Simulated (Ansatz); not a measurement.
Defect: N-vacancy pair (N on one host O site, one O site vacant) in polar orthorhombic HfO2, charge state +1. The step: N and the vacancy change places (N-vacancy distance between ideal sites 2.73 Å throughout); the atom moves 2.10 Å along (-0.39, 0.08, 0.04) of the unit cell; the moving atom starts with neighbours Hf at 2.09, Hf at 2.12, Hf at 2.18, Hf at 2.66; 2 O at 2.66, O at 2.72 Å and ends with Hf at 2.00, Hf at 2.07, Hf at 2.14 Å. A PBE band in Ansatz (plane-wave PAW, the Γ point alone, 96 host sites, 37 SCF runs with any check of the saddle's order, static, no finite-size correction) gives a forward barrier of 1.01 eV. The saddle point's order was not checked. The host's phase is taken as given; its stability against other phases was not computed. The charge state is imposed; whether it is stable for some Fermi level was not computed. Forms of the defect that were not tried may lie lower. The start lies 0.29 eV above the lowest site run (PBE).

Single points at the band's start and saddle point can refine it. Rough cost of one point, in units of the band's mean SCF on the same machine:

```
Level                                             Cost of one point
------------------------------------------------  -----------------
PBE, a 2×2×2 k-point mesh shifted by half a step           about 10
r2SCAN at 500 eV, the Γ point alone                         about 3
```

Task: Which of these move the barrier by more than 0.1 eV, and how far does each move it?

Result: Not one does. PBE, a 2×2×2 k-point mesh shifted by half a step: +0.01 eV; r2SCAN at 500 eV, the Γ point alone: +0.05 eV. Each functional is compared with PBE at the same k-points.

Ansatz is a first-principles code.
